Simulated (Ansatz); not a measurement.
The starting structures come from a database of crystals and need not be the phases stable at ambient conditions.

By PBEsol, the system below comes out a metal.

Without scattering a metal conducts by its projected Fermi surface.

Given:

```xyz
5
Lattice="3.9695 0.0000 0.0000 0.0000 5.0621 0.0000 1.9847 0.0000 3.3345" Properties=species:S:1:pos:R:3 pbc="T T T"
Si     1.9847     4.0542     1.1115
Si     3.9695     1.0079     2.2230
Rh     1.9847     1.6521     1.1115
Rh     3.9695     3.4100     2.2230
Rh     0.0000     0.0000     0.0000
```

Space group of this cell: C2/m. The cell is strained (lengths along the current scaled by 0.97, ions clamped); by PBEsol its mean pressure is 5.3 GPa.

The current flows along the normal of the first two printed cell vectors. No spin-orbit coupling; the value is a mean over 0.1 eV about the Fermi level.

**Question.** Predict the ballistic conductance per area from Ansatz (a quantum-chemistry and plane-wave program) with PBEsol.

**Answer.** 0.58 × 10¹⁵ S/m² for both spins.
